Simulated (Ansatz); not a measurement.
The starting structures come from a database of crystals and need not be the phases stable at ambient conditions.

 Where the default PAW files enter, the runs use the earlier of Ansatz's two default sets.

Input:

```
CELL_PARAMETERS angstrom
      4.88297     0.00000     0.00000
      0.00000     5.28435     0.00000
      0.00000    -0.12818     5.74318
ATOMIC_POSITIONS crystal
  Sc 0.49027 0.78096 0.67074
  Sc 0.50973 0.21904 0.32926
  Sc 0.99027 0.21904 0.82926
  Sc 0.00973 0.78096 0.17074
  O  0.72551 0.08180 0.60024
  O  0.27449 0.91820 0.39976
  O  0.22551 0.91820 0.89976
  O  0.77449 0.08180 0.10024
  F  0.22564 0.42543 0.11508
  F  0.77436 0.57457 0.88492
  F  0.72564 0.57457 0.38492
  F  0.27436 0.42543 0.61508
```

Space group of this cell: P2_1/c. The cell is taken as given.

Transport runs along the normal of the first two printed cell vectors.

No gap correction and no spin-orbit coupling; mid-gap values are interpolated between computed energies.

Estimate the band gap and the smallest decay constant κ at mid-gap that r2SCAN in Ansatz (a program for electronic structure) returns for this system.

Gap 5.17 eV on a 6×6×6 mesh; κ = 0.471 1/Å, at the zone centre.
